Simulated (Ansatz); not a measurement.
**Fermi-surface data of TiNi (P2_1/m)**

Given:

```xyz
4
Lattice="2.8797 0.0000 0.0249 0.0000 3.9807 0.0000 -1.2223 0.0000 4.6229" Properties=species:S:1:pos:R:3 pbc="T T T"
Ti     0.8451     2.9855     3.6497
Ti     0.8123     0.9952     0.9981
Ni     2.2690     2.9855     1.5502
Ni    -0.6116     0.9952     3.0976
```

Method: r2SCAN, rigid bands (plane waves, PAW, scalar-relativistic; Ansatz, a first-principles code). Condition of this run: functional r2SCAN on the same cell. Geometry: cell and atoms relaxed with PBEsol.

```
Item                                                                Value
------------------------------------  -----------------------------------
density of states at the Fermi level    1.81 states/(eV·cell), both spins
bare Sommerfeld coefficient                     1.07 mJ/(mol of atoms·K²)
Drude plasma energy                          3.5 (x), 2.9 (y), 2.7 (z) eV
root-mean-square Fermi velocity                                 3.2e5 m/s
resistivity times τ                   40 (x), 58 (y), 68 (z) ×10⁻²² Ω·m·s
```

A metal at this level (no band gap); rigid bands, thermally averaged at 300 K, both spins. Spin-orbit coupling is left out. τ is one relaxation time for all states.

Formula and space group known from diffraction (Crystallography Open Database), not checked to be the room-temperature form: TiNi (P2_1/m). Treated as nonmagnetic (a ferromagnetic start lost its moment, other orders weren't tried): TiNi (P2_1/m).
